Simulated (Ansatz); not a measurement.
An Ansatz (a quantum-chemistry and plane-wave program) run: Re with a change (biaxial strain +0.50 %, plane normal [001], relaxed out of plane); PBE, PAW, 420 eV (Ansatz; no spin-orbit coupling).

Input:

Ansatz 0.2 input:
```yaml
crystal:
  lattice:
    - [2.7903070399, 0, 0]
    - [1.3951535199, 2.4164767809, 0]
    - [0, 0, 4.4697276861]
  atoms:
    - { symbol: Re, position: [0.6666666667, 0.6666666667, 0.75] }
    - { symbol: Re, position: [0.3333333333, 0.3333333333, 0.25] }
basis: { ecutwfc: 420, ecutrho_ratio: 4, xc_grid: 2, fft_grid_basis: typed }
kpoints: { mp_grid: { grid: [24, 24, 13] } }
hamiltonian:
  xc: pbe
  dispersion: none
  pseudopotentials: { kind: paw }
scf: { occupations: { method: fermi_dirac, width: 0.1 } }
relax: { f_tol: 0.005, max_steps: 50, cell: { stress_tol: 0.01, fix: [a, b, gamma] } }
output: { forces: true, stress: true }
checkpoint: { write: state.ck, write_every: 1000 }
```

Output (explanatory and most iteration lines left out):

```
Relaxation: its limit of steps is 50 (relax.max_steps)
Pseudopotential: Re, paw, valence charge 15
Crystal: 2 atoms, lattice volume = 30.138 Å³
Basis set: ecut = 420 eV, 591 PW (Γ), exchange–correlation on 40×40×60 points (8 copies of the dense FFT grid, shifted against one another)
Bands: 19, of which v1, the nominal top of the filled ones, is band 15 counted from 1 (14 counted from 0)
Symmetry: 24 space group operations
Space group: P63/mmc (ITA 194), of the structure as read, at distance tolerance 3.1e-5 Å
k-points: 427 of 7488
Functional: x = pbe(κ = 0.804, μ = 0.2195149727645171), c = pbe(β = 0.06672455060314922)
SCF iter   1: F=—  HF=-21736.173277 eV  |F-HF|=—  |Δ(HF+E_count)|=         —  Δρ=7.67e-3  dr2=6.11e-3  ethr=1.77e-3  ⟨swp⟩=5.0  Hψ=35634  notcnv=0
SCF iter   2: F=—  HF=-21736.176030 eV  |F-HF|=—  |Δ(HF+E_count)|=   2.75e-3  Δρ=4.59e-3  dr2=2.30e-3  ethr=2.04e-5  ⟨swp⟩=1.5  Hψ=12612  notcnv=0
SCF 1 converged in 6 iterations: F = -21736.177161 eV  dr2 = 8.44e-10
relax step   1: F+E_penalty+E_count = -21736.17716082 eV  Δ(F+E_penalty+E_count) = +0.000e0 eV  max|allowed force component| = 2.313e-17 eV/Å  Δτ_max = 0.0000 Å  P = -2.636 GPa  Ω = 30.138 Å³  fix = [a, b, gamma]  reactions: a -3.663, b -3.663 GPa  (6 SCF iters, dr2 threshold 1.00e-7 eV, accepted)
[... steps on the carried basis left out ...]
relax step   3: F+E_penalty+E_count = -21736.17723798 eV  Δ(F+E_penalty+E_count) = -7.716e-5 eV  max|allowed force component| = 3.845e-17 eV/Å  Δτ_max = 0.0000 Å  P = -2.312 GPa  Ω = 30.111 Å³  energy of the carried Pulay correction = +2.783e-5 eV  fix = [a, b, gamma]  reactions: a -3.466, b -3.466 GPa  (6 SCF iters, accepted)
Crystal: 2 atoms, lattice volume = 30.111 Å³
SCF iter   1: F=—  HF=-21736.177246 eV  |F-HF|=—  |Δ(HF+E_count)|=         —  Δρ=4.83e-6  dr2=9.86e-10  ethr=1.58e-8  ⟨swp⟩=3.6  Hψ=57609  notcnv=0
SCF iter   2: F=—  HF=-21736.177209 eV  |F-HF|=—  |Δ(HF+E_count)|=   3.76e-5  Δρ=2.41e-6  dr2=2.21e-10  ethr=3.29e-12  ⟨swp⟩=2.8  Hψ=16522  notcnv=0
SCF 4 converged in 8 iterations: F = -21736.177209 eV  dr2 = 2.29e-18
SCF converged after 8 iterations
Free energy (F): -21736.177209 eV
Internal energy: -21736.120192 eV  (E = F + TS)
E sigma→0 (E₀):  -21736.148701 eV
Entropy (-TS):   -0.057017 eV (-28.508 meV/atom)
Fermi energy:    23.346620 eV
--- Forces (eV/Å), atoms counted from 1 ---
  atom   1  Re     0.00000000    -0.00000000    -0.00000000
  atom   2  Re    -0.00000000     0.00000000     0.00000000
--- Stress (GPa, compression-positive) ---
       -3.466161       0.000000      -0.000000
        0.000000      -3.466161      -0.000000
       -0.000000      -0.000000      -0.003048
  P = ⅓ Tr σ = -2.3118 GPa (-23.118 kbar)
--- Relaxed structure (3 steps of the walk, 2 accepted, 1 SCFs on fresh bases) ---
  cell:  # Å, volume = 30.1111 Å³
    - [2.7903070398930954, 2.886754620564852e-11, 4.78961356170875e-31]
    - [1.3951535199215477, 2.4164767809204135, 4.010306869567911e-20]
    - [-1.8441308344616381e-34, 7.417815799511751e-20, 4.46571886140353]
  atoms:
    - { symbol: Re, position: [0.6666666666666667, 0.6666666666666666, 0.7499999999999999] }
    - { symbol: Re, position: [0.33333333333333337, 0.3333333333333333, 0.24999999999999997] }
```

No phonon test of stability was made. The final runs are not spin-polarised. The cell was made from Re in the hcp (Mg type) structure (space group P6_3/mmc, No. 194) by this change: biaxial strain +0.50 %, plane normal [001], relaxed out of plane.
